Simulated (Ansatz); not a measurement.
BaZrS₃ (Pnma, No. 62; cell taken from a computed entry) was calculated with PBE+SOC (Ansatz, a program for electronic structure, plane waves, PAW).

Run with plane-wave cutoff 520 eV, 6×4×6 k mesh (along the axes of the cell as run), Fermi–Dirac smearing 0.01 eV, PAW data made under PBE.

Cell (relaxed with PBEsol):

```cif
data_Ba4S12Zr4
_chemical_formula_sum 'Ba4 Zr4 S12'
_space_group_name_H-M_alt 'P 1'
_space_group_IT_number 1
_cell_length_a 7.07296
_cell_length_b 9.91110
_cell_length_c 6.92183
_cell_angle_alpha 90.000
_cell_angle_beta 90.000
_cell_angle_gamma 90.000
loop_
_space_group_symop_operation_xyz
  'x, y, z'
loop_
_atom_site_label
_atom_site_type_symbol
_atom_site_fract_x
_atom_site_fract_y
_atom_site_fract_z
_atom_site_occupancy
Ba1 Ba 0.05429 0.25000 0.01228 1
Ba2 Ba 0.94571 0.75000 0.98772 1
Ba3 Ba 0.44571 0.75000 0.51228 1
Ba4 Ba 0.55429 0.25000 0.48772 1
Zr1 Zr 0.00000 0.00000 0.50000 1
Zr2 Zr 0.50000 0.00000 0.00000 1
Zr3 Zr 0.50000 0.50000 0.00000 1
Zr4 Zr 0.00000 0.50000 0.50000 1
S1 S 0.99434 0.25000 0.56526 1
S2 S 0.00566 0.75000 0.43474 1
S3 S 0.50566 0.75000 0.06526 1
S4 S 0.49434 0.25000 0.93474 1
S5 S 0.20795 0.96571 0.79258 1
S6 S 0.79205 0.03429 0.20742 1
S7 S 0.29205 0.03429 0.29258 1
S8 S 0.70795 0.96571 0.70742 1
S9 S 0.70795 0.53429 0.70742 1
S10 S 0.29205 0.46571 0.29258 1
S11 S 0.79205 0.46571 0.20742 1
S12 S 0.20795 0.53429 0.79258 1
```

Predict the band gap.


* **band gap**: 0.96 eV (direct)

Note: cell and atoms aren't relaxed at this level (pressure 3.1 GPa).

Static lattice: no zero-point or thermal effects.

It cost roughly 2.7 core-hours of CPU time.
